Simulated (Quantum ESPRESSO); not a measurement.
## Relaxation of cell and atoms of Ge (Fd-3m, 2 atoms in the cell) at several settings

```yaml
crystal:
  lattice:
    - [0.00000, 2.88736, 2.88736]
    - [2.88736, 0.00000, 2.88736]
    - [2.88736, 2.88736, 0.00000]
  atoms:
    - { symbol: Ge, position: [0.50000, 0.50000, 0.50000] }
    - { symbol: Ge, position: [0.75000, 0.75000, 0.75000] }
```

Base: PBE, PSlibrary ultrasoft (PBE) pseudopotentials (Quantum ESPRESSO). Its settings: ecutwfc = 30 Ry; ecutrho = 180 Ry; occupations = smearing; smearing = marzari-vanderbilt; degauss = 0.0073499 Ry; potentials = {Ge: Ge.pbe-n-rrkjus_psl.1.0.0.UPF}; K_POINTS = automatic 13 13 13 0 0 0; conv_thr = 1e-10 Ry. Starting volume 24.07 Å³ per atom.

Each line gives the change from the base single point and the result:

- calculation: scf → vc-relax; tprnfor: true → default; tstress: true → default; pseudopotentials: {Ge: Ge.pbe-n-rrkjus_psl.1.0.0.UPF} → {Ge: Ge.pz-n-rrkjus_psl.1.0.0.UPF} [DFT, LDA (PZ), plane waves, PSlibrary ultrasoft (LDA) pseudopotentials]: pressure -0.02 GPa; final cell a = b = c = 3.982 Å, α = β = γ = 60.00°; final volume per atom 22.33 Å³; relaxation steps 4.
- calculation: scf → vc-relax; tprnfor: true → default; tstress: true → default; ecutwfc: 30 Ry → 18 Ry; ecutrho: 180 Ry → 108 Ry: pressure 0.00 GPa; final cell a = b = c = 4.0786 Å, α = β = γ = 60.00°; final volume per atom 23.99 Å³; relaxation steps 3; free energy against the base single point 21.9 meV/atom.
- calculation: scf → vc-relax; tprnfor: true → default; tstress: true → default; vdw_corr: default → grimme-d3; dftd3_version: default → 4; dftd3_threebody: default → false [DFT, PBE-D3(BJ), plane waves, PSlibrary ultrasoft (PBE) pseudopotentials]: pressure 0.02 GPa; final cell a = 4.036 Å, b = 4.036 Å, c = 4.036 Å, α = 60.00°, β = 60.00°, γ = 60.00°; final volume per atom 23.24 Å³; relaxation steps 3.

The starting cell comes from a database of computed structures (which also holds hypothetical and non-ambient phases and stackings), without a prior relaxation at this level. Its lattice was rescaled by a random factor within 2.5 % of one.
